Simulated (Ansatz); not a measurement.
## PbSe: energy against strain

PbSe (rock salt, Fm-3m, 29.475 Å³/atom at rest) under an equal strain ε in the (111) plane with the normal axis free, as in a coherent film. r2SCAN in Ansatz, a plane-wave DFT program (PAW, default set), 500 eV, 9×9×9 Γ-centred mesh, Fermi-Dirac smearing 0.05 eV; ions are relaxed within the symmetry of each cell.

Here s stands for strain and y for E less E0.

| strain (%) | E less E0 (meV/atom) |
|---|---|
| -1.25 | 2.17 |
| -0.83 | 0.94 |
| -0.42 | 0.24 |
| 0.00 | 0.00 |
| 0.42 | 0.25 |
| 0.83 | 0.94 |
| 1.25 | 2.11 |
| 2.50 | ? |

Fit y of the 7 rows that show it with a parabola. Least squares gives y = 0.001 - 0.0146·s + 1.3682·s². Residuals (row less fit): 0.013, -0.016, -0.008, -0.001, 0.014, 0.009, -0.011; standard error 0.015 (degrees of freedom: 4). Twice the quadratic coefficient over the volume, 2 × 1.3682 meV × 10⁴ × 0.1602 / 29.475 Å³, is twice the biaxial elastic modulus of this plane = 149 ± 1.0 GPa.

Predict the withheld y at s = 2.50 from the fit, and compare with the calculation.

y = 0.001 - 0.0146 × 2.50 + 1.3682 × 2.50² = 8.516 meV/atom. The calculation gives 8.23 meV/atom, 0.286 meV/atom below the prediction (3.5 % of the range of y in the table). The row lies outside the fitted rows, so this is an extrapolation. From the scatter of the fitted rows alone, a prediction at this place has a standard error of 0.056 meV/atom, so the miss is 5.1 times that.

One order more, fitted to all 13 runs of the series, follows each within 0.01, so the miss is the next term of a smooth law. Rows are the converged runs of the series near zero and its far end; series whose fitted rows scatter by over a few per cent of the range, as at a crossing or softening among them, aren't shown in this form. Most that stay on the fit to the last digits aren't either.
